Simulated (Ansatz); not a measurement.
How far to go with the SCF threshold: InSb (R3m, 2 atoms in the cell)

```
CELL_PARAMETERS angstrom
      0.00000     3.23028     3.23028
      3.23028     0.00000     3.23028
      3.23028     3.23028     0.00000
ATOMIC_POSITIONS crystal
  In 0.00447 0.00447 0.00447
  Sb 0.25000 0.25000 0.25000
```

Level of theory: LDA (PW92), PAW files made with PBE (plane waves; Ansatz, an electronic-structure program).

Base settings: basis.ecutwfc = 420 eV; kpoints.mp_grid.grid = 7 7 7; hamiltonian.xc = lda; hamiltonian.pseudopotentials = {kind: paw} (the program's default PAW files); scf.occupations.method = fermi_dirac; scf.occupations.width = 0.01 eV.

The mesh stays at the base's, so the ladder's end is converged at best in this setting alone.

Only quantities that move along the ladder and can be compared are tabulated.

The count of work is k-points × plane waves × bands × iterations; it is no time. 

The starting cell has typed, rounded lattice constants, without a prior relaxation at this level. Its lattice was rescaled by up to half a per cent. One atom was moved a little off its site on purpose. The run gives no clean gap (levels at the Fermi energy touch, overlap or are partly filled at this smearing), which alone does not show that the compound is a metal.

| scf.convergence.dr2_threshold | free energy less the last step's (meV/atom) | count of work / last |
|---|---|---|
| 0.1 eV | 0.89 | 0.23 |
| 0.01 eV | 0.22 | 0.31 |
| 0.001 eV | 0.00 | 0.38 |
| 0.0001 eV | 0.00 | 0.38 |
| 1e-05 eV | 0.00 | 0.46 |
| 1e-06 eV | 0.00 | 0.54 |
| 1e-07 eV | 0.00 | 0.54 |
| 1e-08 eV | 0.00 | 0.69 |
| 1e-10 eV | 0.00 | 0.85 |
| 1e-12 eV | 0.00 | 1.0 |

Coarsest scf.convergence.dr2_threshold that holds the free energy within 0.5 meV/atom of the last step, with all finer ones: 0.01 eV, at 0.31 of the last step's count of work; the step before is off by 0.89 meV/atom.

Keys are those of Ansatz 0.2.
